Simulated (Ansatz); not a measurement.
Response to strain in SrTiO3

The parent structure is SrTiO3 in the cubic perovskite structure (space group Pm-3m, No. 221).

```
CELL_PARAMETERS angstrom
      3.85418     0.00000     0.00000
      0.00000     3.85418     0.00000
      0.00000     0.00000     3.85418
ATOMIC_POSITIONS crystal
  Sr 0.00000 0.00000 0.00000
  Ti 0.50000 0.50000 0.50000
  O  0.50000 0.00000 0.50000
  O  0.00000 0.50000 0.50000
  O  0.50000 0.50000 0.00000
```

Cartesian axes are those of the cell as printed.

Strains are applied to the cell and any free atomic positions relax.

Calculations: LDA/PAW in Ansatz (an electronic-structure program), no spin-orbit coupling.

Notes on the quantities. energy relative to the base: free energy F.

```json
[
 {"uniaxial strain ε_zz (%)": "-3", "energy relative to the base (meV/atom)": "13.7"},
 {"uniaxial strain ε_zz (%)": "-2.4", "energy relative to the base (meV/atom)": "?"},
 {"uniaxial strain ε_zz (%)": "-1.8", "energy relative to the base (meV/atom)": "4.7"},
 {"uniaxial strain ε_zz (%)": "-1.2", "energy relative to the base (meV/atom)": "2.0"},
 {"uniaxial strain ε_zz (%)": "-0.6", "energy relative to the base (meV/atom)": "0.5"},
 {"uniaxial strain ε_zz (%)": "0", "energy relative to the base (meV/atom)": "0.0"}
]
```

**Question.** Fit ΔE = Aε² + Bε³ (ε in %) to the rows shown and predict the withheld row.

**Answer.** Least squares on the printed values gives A = 1.33 and B = -0.064 meV/atom (largest residual 0.0 meV/atom); this predicts 8.5 meV/atom, and the run gives 8.5 meV/atom, in agreement.

Whether these cells are dynamically stable was not tested. The final runs are not spin-polarised. Many cubic perovskites are stable only at high temperature; tilts and polar distortions were not tested.
